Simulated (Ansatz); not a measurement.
Cost and result by functional for the adsorption energy of OH on the 1x1 (100) surface of fcc Cu, one in a 2x2 cell, started at the site 'hollow Cu-Cu-Cu-Cu over Cu at depth 1.8 Å', in Ansatz (plane waves, PAW). Single points on the PBE structure, on one kind of machine; costs are rough ratios of the slab run's core time (references not counted) to the cheapest single point. r2SCAN's cost holds its higher cutoff (500 against 420 eV). Differences are taken against r2SCAN for comparison alone: no measured value is at hand, so the table doesn't rank accuracy.

Model: 18-atom slab, 5.3 Å thick at the start under the adsorbate (thin: gaps and levels are the slab's own), 6x6x1 mesh, Fermi-Dirac 0.1 eV, dipole correction, 8 atoms held, the rest relaxed; start symmetry kept, larger cells not searched; spin-polarised, no spin-orbit, no U, no dispersion correction. The starting moment vanished. At the end it is bonded to 4 Cu. In PBE this state lies 0.04 eV over the lowest of the starts that converged ('bridge Cu-Cu (span 2.6 Å)'). These notes are the PBE run's. r2SCAN: The program's check for a lower electronic state was not made. Adsorption energies are against H2O(g) − ½ H2(g). A negative adsorption energy means that the adsorbate is more stable on the surface than in its reference.

```
functional                     relative cost  adsorption energy (eV)  less r2SCAN (eV)
-----------------------------  -------------  ----------------------  ----------------
RPBE                                       1                    0.26              0.55
r2SCAN                                     2                   -0.29              0.00
PBE (the relaxed run's value)              –                    0.05              0.33
```

The values span 0.55 eV, while the single points' costs differ by a factor of roughly 2. Differences are of unrounded values.

Ansatz is a program for electronic structure.
